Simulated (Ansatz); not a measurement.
Structures of equal composition on the (111) surface of fcc Ni, ferromagnetic: a layer of Al in place of the second plane; a layer of Al in place of the third plane. The slabs share one bottom face, and each structure is named by its start. These are constructed structures in small cells; real faces may alloy, dewet or reconstruct in larger ones, and not all known structures of the face are among them. Slabs of about 10 Å with all that they carry, Fermi-Dirac smearing of 0.1 eV. Bottom of the slabs: a bare face, its two planes held. Relaxed from the named starts with such symmetry as they have, on meshes of like density; energies extrapolated to zero smearing; no spin-orbit coupling, no U. Spin-polarised runs, if any, are marked in brackets, and their order is one that fits the cell; the others ran without spin. Where a second, spin-polarised start was run, the lower counts.

Computed with PBE (plane waves to 420 eV, PAW; Ansatz, a quantum-chemistry and plane-wave program).

**Question.** Order them by energy per 1x1 cell (lowest first) at the level PBE.

**Answer.** a layer of Al in place of the second plane (0.000 eV [spin, 2.2 μB a cell]), a layer of Al in place of the third plane (0.129 eV [spin, 2.2 μB a cell])
